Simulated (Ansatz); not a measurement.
Start from SnSe$_{2}$ in the CdI2 type structure (space group P-3m1, No. 164; a = 3.840 Å, c = 6.007 Å; layered, stacked along the Cartesian z axis).

Computed with PBE-D3(BJ) in Ansatz (plane waves to 420 eV, PAW, without spin-orbit coupling).

| level | band gap | lattice parameter c |
|---|---|---|
| PBE-D3(BJ) | 0.36 eV | 6.007 Å |

### Question
From these computed values, estimate the measured ones, and say how each level misses.

### Answer
Measured: band gap 0.98 eV (temperature not stated; as listed in Joseph M. Gonzalez, Ivan I. Oleynik, Phys. Rev. B (2016)); lattice parameter c 6.14 Å (temperature not stated; as listed in Joseph M. Gonzalez, Ivan I. Oleynik, Phys. Rev. B (2016)). Computed minus measured — band gap: PBE-D3(BJ) -0.62 eV; lattice parameter c: PBE-D3(BJ) -2.2 %. Measured values not marked as corrected hold thermal and zero-point effects that the static-lattice runs lack. A measured gap can be an optical one, lowered by exciton binding. Levels without spin-orbit coupling miss its effect on the gap.

No phonon test of stability was made.

Ansatz is a program for electronic structure.
